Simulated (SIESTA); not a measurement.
Band structure of LiFe (Cmcm, 4 atoms in the cell).

```yaml
crystal:
  lattice:
    - [1.18808, -4.52744, 0.00000]
    - [1.18808, 4.52744, 0.00000]
    - [0.00000, 0.00000, 4.56014]
  atoms:
    - { symbol: Li, position: [0.00000, 0.00000, 0.00000] }
    - { symbol: Li, position: [0.00000, 0.00000, 0.50000] }
    - { symbol: Fe, position: [0.25664, 0.74336, 0.25000], spin: 4.0 }
    - { symbol: Fe, position: [0.74336, 0.25664, 0.75000], spin: 4.0 }
```
(The spins are starting values, not results.)

Level of theory: GGA PBEsol, numerical atomic orbitals DZP, PseudoDojo PBEsol standard norm-conserving potentials (rewritten from UPF to PSML) in SIESTA.

Settings: XC.functional = GGA; XC.authors = PBEsol; potentials = PseudoDojo PBEsol standard; PAO.BasisSize = DZP; PAO.EnergyShift = 0.01 Ry; MeshCutoff = 300 Ry; kgrid.MonkhorstPack = 8 8 4; OccupationFunction = MP; OccupationMPOrder = 0; ElectronicTemperature = 100 meV; Spin = polarized; DM.InitSpin = [1 +0.00, 2 +0.00, 3 +4.00, 4 +4.00]; PAO.Polarization.NonPerturbative = true; MaxSCFIterations = 150.

The starting cell comes from a database of computed structures (which also holds hypothetical and non-ambient phases and stackings), without a prior relaxation at this level. The magnetic order is the one reached from the typed start; others were not searched systematically. Values carry the incompleteness of an atom-centred basis.

Levels in eV from the Fermi level, bands 19 to 24 of the first spin channel:
```tsv
point	19	20	21	22	23	24
Γ	-1.06	-0.97	-0.81	-0.08	0.51	1.96
X	-1.66	-1.50	1.30	1.91	3.74	5.67
S	-1.77	-1.32	1.22	2.71	3.52	5.96
R	0.13	0.13	1.09	1.09	3.62	3.62
A	0.09	0.09	1.23	1.23	2.99	2.99
Z	-0.95	-0.95	-0.82	-0.82	2.11	2.11
Y	-1.23	-1.04	-0.81	-0.08	0.44	0.47
X1	-1.66	-1.50	1.30	1.91	3.74	5.67
A1	0.09	0.09	1.23	1.23	2.99	2.99
T	-0.94	-0.94	-0.82	-0.82	-0.47	-0.47
```

Bands cross the Fermi level along this path, so the cell is metallic at this level.

Higher empty bands are left out: an atom-centred basis made for the valence describes them poorly.

The net moment of the cell came out as 4.19 μB.
